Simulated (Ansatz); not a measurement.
Partial pair distribution functions of a relaxed model of amorphous Si$_{24}$O$_{51}$Gd$_{2}$, broadened by 0.06 Å; density 2.58 g/cm³. These are PBE, scalar-relativistic without spin-orbit coupling (plane waves to 420 eV, PAW; Ansatz, a first-principles code) values and carry that method's errors. In the spin-polarised cell the level spacing at the Fermi energy can part levels of unlike spin.

It comes from a melt-quench run on a machine-learned potential (CHGNet), relaxed afterwards by DFT. O atoms were pushed apart under 1.9 Å during the dynamics, to hinder bonds among them. The hot cell started wider than the set density and was brought back towards it in steps. It is the lowest in DFT energy of 3 quenches. It is a model cell: composition and starting density were chosen by hand, and all elements were melted together. No dispersion term was used. Its density started from a set value of 2.58 and ended at 2.58 g/cm³. The quench (nominally 480 K/ps over its main leg) was far faster than any real one, so the model tends to hold more defects than a real film. Values belong to this one cell and scatter from quench to quench. The volume was held where the preparation left it and the shape relaxed, at a PBE pressure of 0.5 GPa. Stress components on the final sampling reach 0.5 GPa.

```tsv
r (Å)	g Si-O	g O-Gd	g Si-Si	g O-O
1.35	0.00	0.00	0.00	0.00
1.45	0.38	0.00	0.00	0.00
1.55	8.02	0.00	0.00	0.00
1.65	15.24	0.00	0.00	0.00
1.75	3.13	0.00	0.00	0.00
1.85	0.39	0.00	0.00	0.00
1.95	0.03	0.05	0.00	0.00
2.05	0.00	1.15	0.00	0.00
2.15	0.00	4.04	0.00	0.00
2.25	0.00	4.06	0.00	0.00
2.35	0.00	2.75	0.00	0.02
2.45	0.00	2.38	0.00	0.51
2.55	0.00	2.05	0.00	3.15
2.65	0.01	0.51	0.11	6.01
2.75	0.08	0.01	0.67	3.88
2.85	0.19	0.00	1.88	1.40
2.95	0.19	0.00	3.36	0.70
3.05	0.24	0.14	5.51	0.44
3.15	0.48	0.61	3.46	0.28
3.25	0.59	0.28	1.03	0.30
3.35	0.91	0.71	0.09	0.49
3.45	1.20	0.66	0.12	0.48
3.55	0.99	0.09	0.13	0.56
3.65	1.32	0.19	0.03	0.76
3.75	1.62	1.27	0.15	0.81
3.85	1.42	1.29	0.08	0.59
3.95	1.33	0.95	0.30	0.53
4.05	1.66	1.48	0.51	0.74
4.15	1.87	1.16	0.44	0.82
4.25	1.81	0.36	0.92	0.91
4.35	1.14	1.06	0.95	0.91
4.45	0.80	0.94	1.00	1.04
4.55	0.46	1.72	1.06	1.21
4.65	0.47	1.84	0.88	1.09
4.75	0.59	2.03	0.99	0.99
4.85	0.80	1.57	1.18	1.19
4.95	0.82	1.10	1.45	1.52
```

Within 1.98 Å each Si has 4.00 O neighbours on average.
